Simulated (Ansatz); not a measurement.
The structure below was relaxed with Ansatz (an electronic-structure program), PBEsol, PAW, cutoff 420 eV, no spin-orbit coupling.

Space group Fm-3m (No. 225); a = 3.830 Å, b = 3.830 Å, c = 3.830 Å, α = 90.00°, β = 90.00°, γ = 90.00°

```
atom  site  symmetry       x       y       z
----  ----  --------  ------  ------  ------
Ir      4a      m-3m  0.0000  0.0000  0.0000
```

### Question
Write out a cell with all atoms.

### Answer
```cif
data_Ir4
_chemical_formula_sum 'Ir4'
_space_group_name_H-M_alt 'P 1'
_space_group_IT_number 1
_cell_length_a 3.83048
_cell_length_b 3.83048
_cell_length_c 3.83048
_cell_angle_alpha 90.000
_cell_angle_beta 90.000
_cell_angle_gamma 90.000
loop_
_space_group_symop_operation_xyz
  'x, y, z'
loop_
_atom_site_label
_atom_site_type_symbol
_atom_site_fract_x
_atom_site_fract_y
_atom_site_fract_z
_atom_site_occupancy
Ir1 Ir 0.00000 0.00000 0.00000 1
Ir2 Ir 0.00000 0.50000 0.50000 1
Ir3 Ir 0.50000 0.00000 0.50000 1
Ir4 Ir 0.50000 0.50000 0.00000 1
```
This is the conventional cell.

Whether these cells are dynamically stable was not tested. The final runs are not spin-polarised. The cell was made from Au by this change: Au → Ir.
